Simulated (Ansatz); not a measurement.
Take TiSi₂ (space group Cmcm, No. 63; a = 3.5147 Å, b = 13.3491 Å, c = 3.5570 Å) as the base.

The values are results of PBEsol/PAW in Ansatz (a program for electronic structure), no SOC, earlier PAW set, not measurements.

For the base:

```
Quantity                        Result
-----------------------------  -------
Shortest interatomic distance  2.394 Å
Band gap                          zero
```

One thing is altered: cell and atoms relaxed at a pressure of 0.3 GPa.

Question: How does this affect the shortest interatomic distance and band gap?

Answer: The shortest interatomic distance hardly moves (2.394 Å against 2.393 Å); the band gap stays zero.

Load acts through the strain it causes; cell and atoms are relaxed under it. No phonon test of stability was made. The final runs are not spin-polarised.
